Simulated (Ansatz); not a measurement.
AlB2-type TiB2, relaxed in Ansatz (plane waves) with several semilocal functionals. Each gives its own volume and its own elastic constant C11:

```tsv
level	V0 (Å³/atom)	elastic constant C11 (GPa)	ln V0	ln C11
LDA	8.175	704.7	2.1011	6.5578
PBEsol	8.371	677.0	2.1248	6.5177
r²SCAN+rVV10	8.481	683.7	2.1378	6.5275
revPBE	8.675	633.2	2.1604	6.4508
RPBE	8.715	628.0	2.1650	6.4425
BLYP	8.795	605.8	2.1742	6.4065
```

Q: Fit a straight line to ln C11 against ln V0. What does it predict for r²SCAN, whose volume is 8.512 Å³/atom?

A: With x = ln V0 and y = ln C11: means 2.14388 and 6.48380; Σ(Δx Δy) = -0.007839, Σ(Δx²) = 0.003869, so the slope is -2.03. At x = 2.1415 the line gives y = 6.48380 + (-2.03) × (2.1415 − 2.14388) = 6.4886, or 657.6 GPa. The run with r²SCAN gives 678.4 GPa, +3.2 % from the line. The rows used scatter about it by up to 3.2 %, while the largest value lies 16 % above the smallest.

Measured: 660 GPa (measured, temperature not stated, no zero-point or thermal correction; as tabulated in Liu et al. (2023), arXiv:2002.00005).

The crystal itself was run without spin with LDA, PBEsol, r²SCAN+rVV10, r²SCAN, revPBE, RPBE, BLYP; a magnetic state was not tried in these runs.

Ansatz's density-functional and Hartree–Fock values are scalar-relativistic unless marked +SOC, with PAW data made under PBE.

Ansatz is a program for electronic structure.
